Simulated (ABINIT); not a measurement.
A self-consistent single point of GaNi (Pm-3m, 2 atoms in the cell) with ABINIT.

Level of theory: PBEsol, norm-conserving pseudopotentials (PseudoDojo nc-sr-04 PBEsol standard) (plane waves; ABINIT 10.0.3).

The change in words: lattice scaled by 0.98. Reference geometry:
```
CELL_PARAMETERS angstrom
      2.88305     0.00000     0.00000
      0.00000     2.88305     0.00000
      0.00000     0.00000     2.88305
ATOMIC_POSITIONS crystal
  Ga 0.00000 0.00000 0.00000
  Ni 0.50000 0.50000 0.50000
```

Reference input (self-consistent single point, DFT, PBEsol, plane waves, norm-conserving pseudopotentials (PseudoDojo nc-sr-04 PBEsol standard)): pseudos = [Ga.upf, Ni.upf]; ecut = 49 Ha; ixc = -116133; occopt = 7; tsmear = 0.136 eV; ngkpt = 9 9 9; nshiftk = 1; shiftk = 0 0 0; potentials = PseudoDojo nc-sr-04 PBEsol standard; nband = 22; kptopt = 1; nstep = 50. This run's input differs from it in these lines:

```diff
@@ -3,3 +3,3 @@
 pseudos "Ga.upf, Ni.upf"
-acell 2.8830470000 2.8830470000 2.8830470000 Angstrom
+acell 2.8253860000 2.8253860000 2.8253860000 Angstrom
 rprim
```

Output, abridged:

```
--- !BeginCycle
solver: {iscf: 7, nstep: 50, nline: 4, wfoptalg: 0, }
tolerances: {tolvrs: 1.00E-11, }
...

     iter   Etot(hartree)      deltaE(h)  residm     vres2
 ETOT  1  -243.48266355153    -2.435E+02 1.112E+00 3.036E+02
 ETOT  2  -243.80762076534    -3.250E-01 4.475E-02 9.136E+02
 ETOT  3  -243.98271129837    -1.751E-01 7.458E-03 2.003E+02
 ETOT  4  -244.03074051751    -4.803E-02 3.262E-03 1.181E+00
 ETOT  5  -244.03096080052    -2.203E-04 1.787E-03 1.862E-03
   [... 2 lines left out ...]
 ETOT  8  -244.03096127163    -1.096E-07 5.375E-04 1.732E-07
 ETOT  9  -244.03096127167    -3.692E-11 2.250E-03 2.300E-08
 ETOT 10  -244.03096127168    -1.060E-11 4.109E-04 7.237E-11
 ETOT 11  -244.03096127167     2.245E-12 1.412E-03 6.936E-14
 At SCF step   11       vres2   =  6.94E-14 < tolvrs=  1.00E-11 =>converged.

 Cartesian components of stress tensor (hartree/bohr^3)
  sigma(1 1)= -3.54269745E-04  sigma(3 2)=  0.00000000E+00
  sigma(2 2)= -3.54269745E-04  sigma(3 1)=  0.00000000E+00
  sigma(3 3)= -3.54269745E-04  sigma(2 1)=  0.00000000E+00

 ----iterations are completed or convergence reached----

 reduced coordinates (array xred) for    2 atoms
       0.000000000000      0.000000000000      0.000000000000
       0.500000000000      0.500000000000      0.500000000000
 cartesian forces (eV/Angstrom) at end:
    1     -0.00000000000000    -0.00000000000000    -0.00000000000000
    2     -0.00000000000000    -0.00000000000000    -0.00000000000000
 frms,max,avg= 0.0000000E+00 0.0000000E+00   0.000E+00  0.000E+00  0.000E+00 e/A
   [... lines left out ...]
 Fermi (or HOMO) energy (eV) =  11.17710   Average Vxc (eV)= -14.00383
   [... lines left out ...]
total_energy        : -2.44030961271674E+02
total_energy_eV     : -6.64042016088832E+03
band_energy         : -1.60966247401973E+01
...

-Cartesian components of stress tensor (GPa)         [Pressure=  1.0423E+01 GPa]
- sigma(1 1)= -1.04229740E+01  sigma(3 2)=  0.00000000E+00
- sigma(2 2)= -1.04229740E+01  sigma(3 1)=  0.00000000E+00
- sigma(3 3)= -1.04229740E+01  sigma(2 1)=  0.00000000E+00

 Calculation completed.
```

The run converged in 11 iterations. Against the reference run the free energy goes up by 18.4 meV/atom and the pressure goes from -1.40 to 10.42 GPa.

The starting cell comes from a database of computed structures (which also holds hypothetical and non-ambient phases and stackings), without a prior relaxation at this level. Its lattice was rescaled by a random factor within 2.5 % of one. For this run, on top of that: lattice scaled by 0.98. Spin polarisation is off. With a pressure of about 10 GPa the cell is away from its equilibrium volume at this level.

Cost on one core of a shared machine: roughly 3 min.
